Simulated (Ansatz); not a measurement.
Base system: Cu in the fcc (Cu type) structure (space group Fm-3m, No. 225; a = 3.564 Å; relaxed with 0.1 eV smearing).

Calculations: Kohn–Sham DFT with the PBEsol functional, run in Ansatz (a quantum-chemistry and plane-wave program) with PAW and 420 eV plane waves, no SOC.

Base values:

| Property | Result |
|---|---|
| Pressure | 0.0 GPa |

Modification: the cell is scaled by 0.9850 in all directions, atoms relaxed at fixed cell.

What does the calculation give for the pressure after the change?

The pressure goes from zero to 8.5 GPa.

What does the calculation give for the energy relative to the base after the change?

The energy goes up by 13 meV/atom.

The cells carry an imposed strain or load. Whether these cells are dynamically stable was not tested. All final runs are without spin polarisation.
